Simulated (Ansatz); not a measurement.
Reference: Pb2TeSe (R-3m), PBEsol, rigid bands (plane waves, PAW, scalar-relativistic; Ansatz, a program for electronic structure); axes and stresses refer to this cell.

```
Pb2SeTe
1.0
    2.21735     1.28019     7.23631
   -2.21735     1.28019     7.23631
    0.00000    -2.56037     7.23631
Te Pb Se
1 2 1
Direct
  0.50000   0.50000   0.50000
  0.74446   0.74446   0.74446
  0.25554   0.25554   0.25554
  0.00000   0.00000   0.00000
```

- electron conductivity mass: 0.143 mₑ
- electron mass along z: 0.129 mₑ
- electron mass along x: 0.151 mₑ

Problem. Change: functional r2SCAN on the same cell. What happens to electron conductivity mass, electron mass along z, electron mass along x?

Solution. electron conductivity mass rises to 0.171 mₑ; electron mass along z increases to 0.152 mₑ; electron mass along x goes up to 0.183 mₑ.

Masses are for dilute carriers at 300 K, harmonic means over directions unless an axis is named. Spin-orbit coupling is left out unless a row names it; without it the gap and masses of crystals with these elements can be far off. 

Computed structure with no diffraction record at hand here (it may be known, metastable or hypothetical): Pb2TeSe (R-3m).
